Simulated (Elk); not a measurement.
Band structure of LiLaO3 (Pm-3m, 5 atoms in the cell).

```
CELL_PARAMETERS angstrom
      3.82263     0.00000     0.00000
      0.00000     3.82263     0.00000
      0.00000     0.00000     3.82263
ATOMIC_POSITIONS crystal
  Li 0.50000 0.50000 0.50000
  La 0.00000 0.00000 0.00000
  O  0.50000 0.50000 0.00000
  O  0.00000 0.50000 0.50000
  O  0.50000 0.00000 0.50000
```

Computed with PBEsol, all-electron FP-LAPW, Elk's shipped species files, APW+lo basis with extra local orbitals run with Elk.

Settings: xctype = 22; rgkmax = 7.5; stype = 3; swidth = 0.00367493 Ha; ngridk = 6 6 6; gmaxvr = 14 1/bohr; nxlo = 2; lorbcnd = true; lmaxi = 3.

The starting cell comes from a database of computed structures (which also holds hypothetical and non-ambient phases and stackings), without a prior relaxation at this level. Values depend on the basis (sphere radii, cutoffs, local orbitals), which need not be converged.

Levels in eV from the Fermi level, bands 12 to 19:
```tsv
point	12	13	14	15	16	17	18	19
Γ	-1.16	-1.16	-1.16	0.35	0.35	0.35	3.77	3.77
X	-2.05	-1.22	-1.21	-1.21	-0.39	-0.39	4.39	4.59
M	-2.17	-1.97	-1.00	-1.00	0.08	0.16	4.41	4.41
R	-1.86	0.10	0.10	0.10	0.19	0.19	4.53	4.53
```

Bands cross the Fermi level along this path, so the cell is metallic at this level.
